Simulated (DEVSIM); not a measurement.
Structure: abrupt Si p-n junction, at 300 K.

Layer 1 from the left is Si, thickness (μm) 0.610, Na (cm⁻³) 2.3e15, τn (s) 0.00034, τp (s) 0.00034. Layer 2 from the left is Si, thickness (μm) 250, Nd (cm⁻³) 2.2e15, τn (s) 0.00034, τp (s) 0.00034.

Left contact: ohmic. Right contact: ohmic. Voltage is applied to the left contact. Recombination: SRH at mid-gap, radiative, Auger. Mobility is μmin + (μ − μmin)/(1 + (N/Nref)^α).

The device is made up for the run: typed textbook-type constants, with dimensions and the other settings drawn at random. Values at 300 K.

Si: gap (eV) 1.124, affinity (eV) 4.05, permittivity 11.7, Nc (cm⁻³) 2.86e19, Nv (cm⁻³) 3.1e19, μn (cm²/Vs) 1417, μp (cm²/Vs) 470, μn,min 52, μp,min 45, Nref,n 9.7e16, Nref,p 2.2e17, αn 0.68, αp 0.72, B (cm³/s) 4.7e-15, Cn (cm⁶/s) 2.8e-31, Cp (cm⁶/s) 9.9e-32.

DEVSIM, 1D drift-diffusion, Boltzmann statistics, complete ionisation; no tunnelling, impact ionisation, image-force lowering or self-heating.

Q: What does the simulation give for the largest field in the device at zero bias, the potential step across the device at zero bias, the dark forward voltage at 1 A/cm²?

A: largest field in the device at zero bias 14000 V/cm; potential step across the device at zero bias 0.633 V; dark forward voltage at 1 A/cm² 0.544 V.
